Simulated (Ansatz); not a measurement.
## KZnF3: energy against strain

KZnF3 (cubic perovskite, Pm-3m, 13.308 Å³/atom at rest) under an equal strain ε in the (001) plane with the normal axis free, as in a coherent film. PBEsol in Ansatz, a plane-wave DFT program (PAW, default set), 420 eV, 8×8×8 Γ-centred mesh, Fermi-Dirac smearing 0.05 eV; ions are relaxed within the symmetry of each cell.

Here s stands for strain and y for E less E0.

| strain (%) | E less E0 (meV/atom) |
|---|---|
| -3.00 | ? |
| -1.20 | 1.85 |
| -0.60 | 0.46 |
| 0.00 | 0.00 |
| 0.60 | 0.44 |
| 1.20 | 1.69 |

Problem. Fit y against s with a parabola, and predict the withheld value at s = -3.00.

Solution. Least squares gives y = 0.005 - 0.0567·s + 1.2262·s². Residuals (row less fit): 0.011, -0.020, -0.005, 0.028, -0.013; standard error 0.027 (degrees of freedom: 2). Twice the quadratic coefficient over the volume, 2 × 1.2262 meV × 10⁴ × 0.1602 / 13.308 Å³, is twice the biaxial elastic modulus of this plane = 295 ± 5 GPa. At the withheld row, y = 0.005 - 0.0567 × (-3.0) + 1.2262 × (-3.0)² = 11.211 meV/atom. The calculation gives 12.33 meV/atom, 1.119 meV/atom above the prediction (9.1 % of the range of y in the table). The row lies outside the fitted rows, so this is an extrapolation. From the scatter of the fitted rows alone, a prediction at this place has a standard error of 0.176 meV/atom, so the miss is 6.4 times that.

One order more, fitted to all 11 runs of the series, follows each within 0.01, so the miss is the next term of a smooth law. The primitive cell can neither tilt nor turn polar against its symmetry, as such crystals can under strain. Rows are the converged runs of the series near zero and its far end; series whose fitted rows scatter by over a few per cent of the range, as at a crossing or softening among them, aren't shown in this form. Most that stay on the fit to the last digits aren't either.
